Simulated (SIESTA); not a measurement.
Band structure of NiGe (Pnma, 8 atoms in the cell).

```
NiGe
1.0
    5.29714     0.00000     0.00000
    0.00000     3.42987     0.00000
    0.00000     0.00000     5.73553
Ni Ge
4 4
Direct
  0.50554   0.25000   0.69073
  0.49446   0.75000   0.30927
  0.99446   0.75000   0.19073
  0.00554   0.25000   0.80927
  0.68966   0.25000   0.08698
  0.31034   0.75000   0.91302
  0.81034   0.75000   0.58698
  0.18966   0.25000   0.41302
```

Computed with GGA PBE, numerical atomic orbitals DZP, PseudoDojo PBE standard norm-conserving potentials (rewritten from UPF to PSML) run with SIESTA.

Settings: XC.functional = GGA; XC.authors = PBE; potentials = PseudoDojo PBE standard; PAO.BasisSize = DZP; PAO.EnergyShift = 0.01 Ry; MeshCutoff = 350 Ry; kgrid.MonkhorstPack = 4 5 3; OccupationFunction = FD; ElectronicTemperature = 0.05 eV; MaxSCFIterations = 150; SCF.Mixer.Method = Broyden; SCF.Mixer.Weight = 0.1; SCF.Mixer.History = 8; SCF.DM.Tolerance = 1.0E-05.

The starting cell comes from a database of computed structures (which also holds hypothetical and non-ambient phases and stackings), without a prior relaxation at this level. Its lattice was rescaled by a random factor within 2.5 % of one. Spin polarisation is off. Values carry the incompleteness of an atom-centred basis.

Levels in eV from the Fermi level, bands 61 to 66:
| point | 61 | 62 | 63 | 64 | 65 | 66 |
|---|---|---|---|---|---|---|
| Γ | -1.72 | -1.09 | -1.09 | -0.81 | 0.72 | 0.93 |
| X | -1.59 | -1.59 | -1.25 | -1.25 | -0.52 | -0.52 |
| S | -1.38 | -1.38 | -1.38 | -1.38 | 0.32 | 0.32 |
| Y | -1.57 | -1.57 | 0.78 | 0.78 | 1.52 | 1.52 |
| Z | -1.27 | -1.27 | -0.19 | -0.19 | 1.05 | 1.05 |
| U | -1.65 | -1.65 | -1.52 | -1.52 | 0.44 | 0.44 |
| R | -1.56 | -1.56 | -1.56 | -1.56 | 2.52 | 2.52 |
| T | -0.96 | -0.96 | 0.70 | 0.70 | 2.61 | 2.61 |

Bands cross the Fermi level along this path, so the cell is metallic at this level.

Higher empty bands are left out: an atom-centred basis made for the valence describes them poorly.
